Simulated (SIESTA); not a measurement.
Worked example: self-consistent single point of K (Im-3m, 1 atom in the cell) in SIESTA.

Level of theory: GGA PBE, numerical atomic orbitals TZP, PseudoDojo PBE standard norm-conserving potentials (rewritten from UPF to PSML) (SIESTA).

The change in words: lattice scaled by 0.98. Reference geometry:
```
K
1.0
   -2.75880     2.75880     2.75880
    2.75880    -2.75880     2.75880
    2.75880     2.75880    -2.75880
K
1
Cartesian
  0.00000   0.00000   0.00000
```

Reference input (self-consistent single point, DFT, GGA PBE, numerical atomic orbitals TZP, PseudoDojo PBE standard norm-conserving potentials (rewritten from UPF to PSML)): XC.functional = GGA; XC.authors = PBE; potentials = PseudoDojo PBE standard; PAO.BasisSize = TZP; PAO.EnergyShift = 0.005 Ry; MeshCutoff = 400 Ry; kgrid.MonkhorstPack = 11 11 11; OccupationFunction = MP; OccupationMPOrder = 0; ElectronicTemperature = 1160.45 K; MaxSCFIterations = 150; SCF.Mixer.Method = Pulay. This run's input differs from it in these lines:

```diff
@@ -9,7 +9,7 @@
 %endblock ChemicalSpeciesLabel
-LatticeConstant              4.778373 Ang
+LatticeConstant              4.682805 Ang
 %block LatticeVectors
-    -0.577350282    0.577350282    0.577350282
-     0.577350282   -0.577350282    0.577350282
-     0.577350282    0.577350282   -0.577350282
+    -0.577350327    0.577350327    0.577350327
+     0.577350327   -0.577350327    0.577350327
+     0.577350327    0.577350327   -0.577350327
 %endblock LatticeVectors
```

Output (repeated stretches shortened):

```
        iscf     Eharris(eV)        E_KS(eV)     FreeEng(eV)     dDmax    Ef(eV) dHmax(eV)
   scf:    1     -817.380285     -817.451269     -817.454185  0.782132 -2.778815  1.502180
   scf:    2     -817.473398     -817.462514     -817.465426  0.043938 -2.799217  1.119153
   scf:    3     -817.486674     -817.475952     -817.478852  0.107106 -2.858978  0.013594
   scf:    4     -817.475884     -817.475922     -817.478823  0.003576 -2.868379  0.055291
   scf:    5     -817.475978     -817.475953     -817.478854  0.004771 -2.865774  0.001136
   scf:    6     -817.475953     -817.475953     -817.478854  0.000136 -2.865717  0.000090
mix: Pulay -- inversion failed, > SVD [rank/size] 2 / 5
   scf:    7     -817.475953     -817.475953     -817.478854  0.000009 -2.865720  0.000001
SCF Convergence by DM+H criterion
max |DM_out - DM_in|         :     0.0000086194
max |H_out - H_in|      (eV) :     0.0000012539
SCF cycle converged after 7 iterations

Using DM_out to compute the final energy and forces

siesta: E_KS(eV) =             -817.4760

siesta: E_KS - E_eggbox =      -817.4760

siesta: Atomic forces (eV/Ang):
     1   -0.000000    0.000000   -0.000000
   Tot   -0.000000    0.000000   -0.000000
   Max    0.000000
   Res    0.000000    sqrt( Sum f_i^2 / 3N )
   Max    0.000000    constrained

Stress tensor Voigt[x,y,z,yz,xz,xy] (kbar):        1.09        1.09        1.09        0.00        0.00        0.00
(Free)E + p*V (eV/cell)     -817.5325
Target enthalpy (eV/cell)     -817.4789

siesta: Program's energy decomposition (eV):
siesta: FreeEng =      -817.478854

siesta: Stress tensor (static) (eV/Ang**3):
siesta:     0.000678    0.000001    0.000001
siesta:     0.000001    0.000678    0.000001
siesta:     0.000001    0.000001    0.000678

siesta: Cell volume =         79.049014 Ang**3

siesta: Pressure (static):
siesta:                Solid            Molecule  Units
siesta:          -0.00000739         -0.00000739  Ry/Bohr**3
siesta:          -0.00067846         -0.00067846  eV/Ang**3
siesta:          -1.08701672         -1.08701672  kBar
```

The run converged in 7 iterations. Against the reference run the free energy goes down by 6.2 meV/atom and the pressure goes from -0.28 to -0.11 GPa.

The starting cell comes from a database of computed structures (which also holds hypothetical and non-ambient phases and stackings), without a prior relaxation at this level. Its lattice was rescaled by a random factor within 2.5 % of one. For this run, on top of that: lattice scaled by 0.98. Values carry the incompleteness of an atom-centred basis.
